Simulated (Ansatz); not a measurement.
Given:

End structure of the (100) surface of rock-salt PbSe in its 1x1 cell (cut with top plane Pb + Se, bottom plane Pb + Se), outermost plane spacing 3.11 Å in the ideal cut:

```
CELL_PARAMETERS angstrom
      4.39647     0.00000     0.00000
      0.00000     4.39647     0.00000
      0.00000     0.00000    28.50000
ATOMIC_POSITIONS crystal
  Pb 0.50000 0.50000 0.28682
  Se 0.00000 0.00000 0.28398
  Pb 0.00000 0.00000 0.38808
  Se 0.50000 0.50000 0.38934
  Pb 0.50000 0.50000 0.50000
  Se 0.00000 0.00000 0.50000
  Pb 0.00000 0.00000 0.61192
  Se 0.50000 0.50000 0.61066
  Pb 0.50000 0.50000 0.71318
  Se 0.00000 0.00000 0.71602
```

Model: 10-atom slab, Pb5Se5, 12.4 Å thick at the start, 6x6x1 mesh, Fermi-Dirac 0.025 eV, dipole correction, single point; on the structure that PBE left under its start's symmetry; no spin, no spin-orbit, no U.

Task: What is the computed highest filled level below the top vacuum level (r2SCAN, at the PBE geometry (Ansatz, an electronic-structure program))?

Result: 4.72 eV

Task: Predict the gap of the slab on its k-mesh from r2SCAN, at the PBE geometry.

Result: 1.05 eV

Task: Predict the surface energy (mean of both faces) from r2SCAN, at the PBE geometry.

Result: 0.25 J/m^2
